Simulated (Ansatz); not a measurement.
System: TlCl3 (Pnma, No. 62, 16 atoms in the cell). Method: LDA in Ansatz (plane waves, PAW).

Settings: plane-wave cutoff 500 eV, 4×4×6 k mesh (along the axes of the cell as run), gaussian smearing 0.02 eV, scalar-relativistic PAW data made under PBE.

Cell (relaxed at this level):

```cif
data_Cl12Tl4
_chemical_formula_sum 'Tl4 Cl12'
_space_group_name_H-M_alt 'Pnma'
_space_group_IT_number 62
_space_group_name_Hall '-P 2ac 2n'
_cell_length_a 10.27708
_cell_length_b 6.81549
_cell_length_c 5.60760
_cell_angle_alpha 90.000
_cell_angle_beta 90.000
_cell_angle_gamma 90.000
loop_
_space_group_symop_operation_xyz
  'x, y, z'
  '-x, -y, -z'
  '-x+1/2, -y, z+1/2'
  'x+1/2, y, -z+1/2'
  'x+1/2, -y+1/2, -z+1/2'
  '-x+1/2, y+1/2, z+1/2'
  '-x, y+1/2, -z'
  'x, -y+1/2, z'
loop_
_atom_site_label
_atom_site_type_symbol
_atom_site_symmetry_multiplicity
_atom_site_Wyckoff_symbol
_atom_site_fract_x
_atom_site_fract_y
_atom_site_fract_z
_atom_site_occupancy
Tl1 Tl 4 c 0.18530 0.25000 0.15822 1
Cl1 Cl 4 c 0.03066 0.75000 0.00240 1
Cl2 Cl 8 d 0.15470 0.00871 0.52273 1
```

Problem. Give the computed band gap.

Solution. 
* **band gap**: 0.57 eV (on the SCF k mesh)

Note: the relaxation could not lower the start's symmetry, so the cell can be a saddle point above a distorted one.

Spin–orbit coupling is not included; with these elements it can move the gap by several tenths of an eV or more.

The computed numbers hold no vibrational or temperature effects.

Ansatz is a program for electronic structure.
